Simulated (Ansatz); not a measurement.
Reference: Mo (Im-3m), PBEsol, DFPT electron-phonon coupling, linearised Boltzmann equation (plane waves, PAW, scalar-relativistic; Ansatz, a program for electronic structure); geometry: relaxed with this functional, without spin-orbit coupling.

```
CELL_PARAMETERS angstrom
     -1.56536     1.56536     1.56536
      1.56536    -1.56536     1.56536
      1.56536     1.56536    -1.56536
ATOMIC_POSITIONS crystal
  Mo 0.00000 0.00000 0.00000
```

| Property | Value |
|---|---|
| resistivity at 300 K | 5.4 μΩ·cm |
| electron-phonon coupling λ | 0.43 |
| logarithmic mean phonon energy | 23 meV |

Q: Replace Mo by W on the same sites and relax. What happens?

A: W (Im-3m): volume per atom 15.3 to 15.7 Å³; resistivity at 300 K stays about the same (5.4 μΩ·cm to 5.1 μΩ·cm); electron-phonon coupling λ falls (0.43 to 0.30); logarithmic mean phonon energy falls (23 meV to 19.2 meV).

Q: Swap Mo for Nb, keeping the structure type. How do these values move?

A: Nb (Im-3m): volume per atom 15.3 to 17.5 Å³; resistivity at 300 K rises (5.4 μΩ·cm to 16.7 μΩ·cm); electron-phonon coupling λ rises (0.43 to 1.42); logarithmic mean phonon energy falls (23 meV to 11.6 meV).

Q: Replace Mo by Ta on the same sites and relax. What happens?

A: Ta (Im-3m): volume per atom 15.3 to 17.7 Å³; resistivity at 300 K rises (5.4 μΩ·cm to 12.6 μΩ·cm); electron-phonon coupling λ rises (0.43 to 0.94); logarithmic mean phonon energy falls (23 meV to 12.6 meV).

Moves up to 14 % count as about the same. Metals; harmonic phonons alone scatter; means over directions. Halving the electron mesh moves these values by up to 9 %; q meshes are mostly untested. Some of the runs warned that the eigensolver left states short of its tolerance. Spin-orbit coupling is left out.

The missing spin-orbit coupling matters most for Ta (Im-3m), W (Im-3m).
